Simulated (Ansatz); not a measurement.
The starting structures come from a database of crystals and need not be the phases stable at ambient conditions.

 Where the default PAW files enter, the runs use the earlier of Ansatz's two default sets.

Input:

```yaml
crystal:
  lattice:
    - [4.00390, 0.00000, 0.00000]
    - [0.00000, 5.62318, 0.00000]
    - [0.00000, 0.00000, 4.00390]
  atoms:
    - { symbol: Zn, position: [0.00000, 0.00000, 0.00000] }
    - { symbol: Sn, position: [0.50000, 0.50000, 0.50000] }
    - { symbol: P, position: [0.50000, 0.77294, 0.00000] }
    - { symbol: P, position: [0.00000, 0.22706, 0.50000] }
```

Space group of this cell: P-4m2. The cell is taken as given.

Method: r2SCAN (plane waves, PAW; Ansatz, an electronic-structure program).

The current runs along the normal of the first two printed vectors; no spin-orbit coupling. Scaled by the factor s: all lengths (ions clamped). Meshes 8×6×8 and 8×6 across the current in all rows.

| s | mean pressure (GPa) | slowest mid-gap decay constant κ (1/Å) |
|---|---|---|
| 0.98 | 5.5 | ? |
| 1.00 | 0.2 | 0.070 |
| 1.02 | -3.8 | 0.051 |

**Question.** Take the slope of the slowest mid-gap decay constant κ against ln s from the two given rows, extrapolate to s = 0.98, and say what the run there gives.

**Answer.** Slope = (0.051 − 0.070) / ln 1.02 = -0.959 1/Å. The line gives 0.070 + (-0.959) × ln 0.98 = 0.089 1/Å. The run gives 0.086 1/Å, 0.003 1/Å under the line, 17 % of the predicted step.
